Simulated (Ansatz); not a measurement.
**Hypothetical cubic perovskite RbGeF3: element substitutions**

Consider RbGeF3 in the cubic perovskite structure (space group Pm-3m, No. 221; a = 4.4908 Å; a hypothetical phase, not in the database extracts checked).

Each row replaces one element on all its sites; cell and atoms are relaxed.

Levels (all Ansatz, a program for electronic structure, PAW): PBE (420 eV, scalar-relativistic without spin-orbit coupling); r2SCAN (500 eV, scalar-relativistic without spin-orbit coupling).

The base cell above is that of PBE; each level relaxes its own structures.

| case | band gap, PBE | band gap, r2SCAN |
|---|---|---|
| Ge → Si | 0.95 eV | 0.90 eV |
| Rb → Cs | 2.05 eV | 2.11 eV |
| Rb → Na | 1.57 eV | 1.68 eV |

The two levels differ by at most about 0.11 eV. They put the cases in the same order.

No phonon test of stability was made. As relaxed here, RbSiF3, CsGeF3 and NaGeF3 are hypothetical phases, not in the database extracts checked. Many cubic perovskites are stable only at high temperature; tilts and polar distortions were not tested.
